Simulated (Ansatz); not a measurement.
System: Sn (model structure, started from the beta-W type, Pm-3n, No. 223, 8 atoms in the cell). Method: PBEsol (Ansatz, a program for electronic structure, PAW).

Run with plane-wave cutoff 520 eV, 10×10×10 k mesh, Fermi–Dirac smearing 0.05 eV, scalar-relativistic PAW data made under PBE.

Cell (relaxed at this level):

```
CELL_PARAMETERS angstrom
      5.99677     0.00000     0.00000
      0.00000     5.99677     0.00000
      0.00000     0.00000     5.99677
ATOMIC_POSITIONS crystal
  Sn 0.25000 0.00000 0.50000
  Sn 0.75000 0.00000 0.50000
  Sn 0.00000 0.50000 0.25000
  Sn 0.00000 0.50000 0.75000
  Sn 0.50000 0.25000 0.00000
  Sn 0.50000 0.75000 0.00000
  Sn 0.00000 0.00000 0.00000
  Sn 0.50000 0.50000 0.50000
```

Task: Give the computed bulk modulus B0.

Result: 
- bulk modulus B0: 52.7 GPa

The run finds no gap.

Note: the bulk modulus is −V dP/dV from two relaxed cells at ±2 % in volume; the relaxation could raise the start's symmetry but not lower it, so the cell can be a saddle point.

Spin–orbit coupling is not included.

Static lattice: no zero-point or thermal effects.

The result took roughly 3 core-minutes.

A model structure was made by putting elements into a prototype or built by hand; it is no filed structure, need not be a known phase, and can be a saddle point held by its symmetry.
